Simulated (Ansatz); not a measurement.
This Ansatz (a quantum-chemistry and plane-wave program) input is the reference run, SnTe in the rock salt structure (space group Fm-3m, No. 225), computed with PBEsol, PAW, 420 eV (Ansatz; no spin-orbit coupling):

Ansatz 0.2 input:
```yaml
crystal:
  lattice:
    - [0, 3.1445591269, 3.1445591269]
    - [3.1445591269, 0, 3.1445591269]
    - [3.1445591269, 3.1445591269, 0]
  atoms:
    - { symbol: Sn, position: [0, 0, 0] }
    - { symbol: Te, position: [0.5, 0.5, 0.5] }
basis: { ecutwfc: 420, ecutrho_ratio: 4, xc_grid: 2, fft_grid_basis: typed }
kpoints: { mp_grid: { grid: [13, 13, 13] } }
hamiltonian:
  xc: pbesol
  dispersion: none
  pseudopotentials: { kind: paw }
scf: { occupations: { method: fermi_dirac, width: 0.05 }, convergence: { dr2_threshold: 0.0000000002 } }
output: { forces: true, stress: true }
checkpoint: { write: state.ck, write_every: 1000 }
```

### Question
Write the input for this change: an isotropic linear strain of −2.50 %; the atoms relax in the strained cell.

### Answer
Ansatz 0.2 input:
```yaml
crystal:
  lattice:
    - [0, 3.0659451487, 3.0659451487]
    - [3.0659451487, 0, 3.0659451487]
    - [3.0659451487, 3.0659451487, 0]
  atoms:
    - { symbol: Sn, position: [0, 0, 0] }
    - { symbol: Te, position: [0.5, 0.5, 0.5] }
basis: { ecutwfc: 420, ecutrho_ratio: 4, xc_grid: 2, fft_grid_basis: typed }
kpoints: { mp_grid: { grid: [13, 13, 13] } }
hamiltonian:
  xc: pbesol
  dispersion: none
  pseudopotentials: { kind: paw }
scf: { occupations: { method: fermi_dirac, width: 0.05 }, convergence: { dr2_threshold: 0.0000000002 } }
relax: { f_tol: 0.005, max_steps: 50 }
output: { forces: true, stress: true }
checkpoint: { write: state.ck, write_every: 1000 }
```
This is the input that was run.

Whether these cells are dynamically stable was not tested.
